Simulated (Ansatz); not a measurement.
# Zr with two functionals, uniaxial strain ε_zz = −0.77 %

Start from Zr in the hcp (Mg type) structure (space group P6_3/mmc, No. 194; a = 3.2308 Å, c = 5.1793 Å; relaxed with 0.1 eV smearing). Axes: x lies along a and z along c of the hexagonal cell.

(Cell as relaxed with PBE.)

Levels (all Ansatz, a program for electronic structure, PAW, earlier PAW set): PBE (420 eV, scalar-relativistic without spin-orbit coupling); r2SCAN (500 eV, scalar-relativistic without spin-orbit coupling).

Each level relaxes its own structure.

| base | PBE | r2SCAN |
|---|---|---|
| volume per atom | 23.41 Å³ | 23.51 Å³ |
| lattice parameter a | 323.1 pm | 324.4 pm |
| band gap | zero | zero |

One thing is altered: uniaxial strain ε_zz = −0.77 %, all other strain components held at zero, atoms relaxed at fixed cell.

```csv
quantity,PBE,r2SCAN
shortest interatomic distance,317.5 pm,[?]
energy relative to the base (free energy F),+0.7 meV/atom,[?]
band gap,zero,[?]
"stress (xx, yy, zz, yz, xz, xy; compression positive)","(0.5, 0.5, 1.3, 0.0, 0.0, 0.0) GPa",[?]
```

Q: Predict the r2SCAN column.

A: 
- shortest interatomic distance, r2SCAN: 317.2 pm
- energy relative to the base (free energy F), r2SCAN: +0.7 meV/atom
- band gap, r2SCAN: zero
- stress (xx, yy, zz, yz, xz, xy; compression positive), r2SCAN: (0.5, 0.5, 1.3, 0.0, 0.0, 0.0) GPa

PBE's shortest interatomic distance lies 0.37 pm above r2SCAN's (0.1 %); the two agree on the energy relative to the base, band gap and stress. Neither level is exact; r2SCAN is the comparison here, not a measurement.

No phonon test of stability was made. All final runs are without spin polarisation.
